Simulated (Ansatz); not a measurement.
Convergence study of the plane-wave cutoff for Ta3W (I4mm, 4 atoms in the cell)

```
CELL_PARAMETERS angstrom
      0.00000     3.25084     3.25084
      3.25084     0.00000     3.25084
      3.25084     3.25084     0.00000
ATOMIC_POSITIONS crystal
  Ta 0.25000 0.25000 0.25000
  Ta 0.75000 0.75000 0.75000
  Ta 0.50769 0.50769 0.49231
  W  0.00000 0.00000 0.00000
```

Method: LDA (PW92), default PAW files made with PBE (plane waves; Ansatz, a first-principles code).

Base settings: basis.ecutwfc = 420 eV; kpoints.mp_grid.grid = 7 7 7; hamiltonian.xc = lda; hamiltonian.pseudopotentials = {kind: paw} (the program's default PAW files); scf.occupations.method = gaussian; scf.occupations.width = 0.1 eV.

The second cell is the first with its lattice scaled by 0.98.

The mesh stays at the base's, so the ladder's end is converged at best in this setting alone.

The first pressure column holds Ansatz's estimate of the finite-basis (Pulay) stress, which hides part of the cutoff error; the other is without it.

Only quantities that move along the ladder and can be compared are tabulated.

The count of work is k-points × plane waves × bands × iterations; it is no time. 

The starting cell comes from a database of computed structures (which also holds hypothetical and non-ambient phases and stackings), without a prior relaxation at this level. Its lattice was rescaled by up to half a per cent. One atom was moved a little off its site on purpose. Spin polarisation is off. In the base run, with a pressure of about -7 GPa the cell is away from its equilibrium volume at this level.

| basis.ecutwfc | free energy less the last step's (meV/atom) | energy of the compressed cell less the first (meV/atom) | pressure (GPa) | pressure without the Pulay estimate (GPa) | largest difference of a force vector from the last step's (eV/Å) | count of work / last |
|---|---|---|---|---|---|---|
| 145 eV | 13089.35 | -44.40 | -45.06 | -405.92 | 0.238 | 0.075 |
| 170 eV | 5728.82 | 16.48 | -9.92 | -224.22 | 0.159 | 0.066 |
| 190 eV | 2797.00 | 2.45 | -6.12 | -131.63 | 0.058 | 0.082 |
| 210 eV | 1280.82 | -11.38 | -6.44 | -74.31 | 0.046 | 0.11 |
| 230 eV | 559.07 | 5.76 | -6.46 | -41.02 | 0.012 | 0.11 |
| 250 eV | 226.99 | -0.57 | -6.54 | -22.78 | 0.013 | 0.12 |
| 295 eV | 27.26 | 1.07 | -6.80 | -9.10 | 0.002 | 0.15 |
| 335 eV | 6.05 | 0.83 | -6.89 | -7.25 | 0.001 | 0.19 |
| 380 eV | 2.06 | 0.81 | -6.91 | -7.02 | 0.000 | 0.23 |
| 420 eV | 0.87 | 0.77 | -6.92 | -6.96 | 0.000 | 0.27 |
| 460 eV | 0.53 | 0.74 | -6.92 | -6.93 | 0.000 | 0.29 |
| 505 eV | 0.41 | 0.74 | -6.92 | -6.93 | 0.000 | 0.36 |
| 565 eV | 0.26 | 0.74 | -6.92 | -6.93 | 0.000 | 0.41 |
| 630 eV | 0.16 | 0.73 | -6.92 | -6.93 | 0.000 | 0.49 |
| 735 eV | 0.09 | 0.73 | -6.92 | -6.93 | 0.000 | 0.62 |
| 840 eV | 0.03 | 0.72 | -6.92 | -6.93 | 0.000 | 0.76 |
| 1010 eV | 0.00 | 0.72 | -6.93 | -6.93 | 0.000 | 1.0 |

Coarsest basis.ecutwfc that holds the pressure without the Pulay estimate within 0.2 GPa of the last step, with all finer ones: 380 eV, at 0.23 of the last step's count of work; the step before is off by 0.33 GPa.

Coarsest basis.ecutwfc that holds the energy of the compressed cell less the first within 0.2 meV/atom of the last step, with all finer ones: 335 eV, at 0.19 of the last step's count of work; the step before is off by 0.35 meV/atom.

Coarsest basis.ecutwfc that holds the forces within 0.01 eV/Å of the last step, with all finer ones: 295 eV, at 0.15 of the last step's count of work; the step before is off by 0.013 eV/Å.

The energy difference between the two cells stays within 1 meV/atom of the last step's from 295 eV on, the total only from 420 eV on: much of the error is common to both cells and cancels.

At the lowest cutoff the pressure without the Pulay estimate lies 399 GPa under the last step's, the usual sign of Pulay stress in an incomplete plane-wave basis.

Keys are those of Ansatz 0.2.
